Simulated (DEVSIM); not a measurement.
Device: illuminated Si n-on-p cell, one wavelength, at 400 K.

```csv
layer (left to right),material,thickness (μm),Nd (cm⁻³),Na (cm⁻³),τn (s),τp (s),absorption coefficient (cm⁻¹)
1,Si,0.440,1.7e19,-,0.00024,1.4e-5,19000
2,Si,73.0,-,2.5e17,0.00025,0.00025,19000
```

Left contact: ohmic, minority hole recombination velocity 70000 cm/s. Right contact: ohmic, minority electron recombination velocity 10 cm/s. Voltage is applied to the left contact. Recombination: SRH at mid-gap, radiative, Auger. Light enters at the left, 1.7e17 photons cm⁻² s⁻¹, one pass, no reflection. Mobility is μmin + (μ − μmin)/(1 + (N/Nref)^α).

The device is made up for the run: typed textbook-type constants, with dimensions and the other settings drawn at random. Values at 300 K; Nc and Nv go as T^1.5, mobilities as T to minus their exponent, the gap by Varshni's rule with the affinity fixed.

| parameter | Si |
|---|---|
| gap (eV) | 1.124 |
| affinity (eV) | 4.05 |
| permittivity | 11.7 |
| Nc (cm⁻³) | 2.86e19 |
| Nv (cm⁻³) | 3.1e19 |
| μn (cm²/Vs) | 1417 |
| μp (cm²/Vs) | 470 |
| μn,min | 52 |
| μp,min | 45 |
| Nref,n | 9.7e16 |
| Nref,p | 2.2e17 |
| αn | 0.68 |
| αp | 0.72 |
| T exponent of μn | 2.3 |
| T exponent of μp | 2.2 |
| B (cm³/s) | 4.7e-15 |
| Cn (cm⁶/s) | 2.8e-31 |
| Cp (cm⁶/s) | 9.9e-32 |
| Varshni α (eV/K) | 0.000473 |
| Varshni β (K) | 636 |

DEVSIM, 1D drift-diffusion, Boltzmann statistics, complete ionisation; no tunnelling, impact ionisation, image-force lowering or self-heating.

The doping Nd of layer 1 was swept, all else fixed.

| doping Nd of layer 1 (cm^-3) | short-circuit current (mA/cm²) | potential step across the device at zero bias (V) | largest field in the device at zero bias (V/cm) | fill factor |
|---|---|---|---|---|
| 5.1e17 | 23.7 | 0.762 | 190000 | 0.71 |
| 1.7e18 | 22.8 | 0.803 | 220000 | 0.73 |
| 5.1e18 | 22.2 | 0.841 | 250000 | 0.75 |
| 1.7e19 | 21.6 | 0.883 | 330000 | 0.76 |

From the first row to the last the short-circuit current goes from 23.7 to 21.6. From the first row to the last the potential step across the device at zero bias goes from 0.762 to 0.883.
